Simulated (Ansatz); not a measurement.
An Ansatz (a program for electronic structure) input (PBE/PAW in Ansatz, no spin-orbit coupling):

Ansatz 0.2 input:
```yaml
crystal:
  lattice:
    - [-1.372115314, 1.372115314, 5.8869105413]
    - [1.372115314, -1.372115314, 5.8869105413]
    - [1.372115314, 1.372115314, -5.8869105413]
  atoms:
    - { symbol: Pt, position: [0, 0, 0] }
    - { symbol: Os, position: [0.3247869265, 0.3247869265, 0] }
    - { symbol: Os, position: [0.6752130735, 0.6752130735, 0] }
basis: { ecutwfc: 420, ecutrho_ratio: 4, xc_grid: 2, fft_grid_basis: typed }
kpoints: { mp_grid: { grid: [24, 24, 24] } }
hamiltonian:
  xc: pbe
  dispersion: none
  pseudopotentials: { kind: paw }
scf: { occupations: { method: fermi_dirac, width: 0.05 }, convergence: { dr2_threshold: 0.0000000003 } }
output: { forces: true, stress: true }
checkpoint: { write: state.ck, write_every: 1000 }
```

### Question
Which symmetry and how many k-points will the program report, and about how many plane waves at Γ?

### Answer
Space group I4/mmm (ITA 139) with 16 operations, k-points 1063 of 13824, and 887 plane waves at Γ.

These are small ordered cells, not random alloys; other orderings at the same x differ. Stability against distortions was not tested. All final runs are without spin polarisation. The cell was made from Pt by this change: x(Os) = 0.667, 3 atoms, I4/mmm.
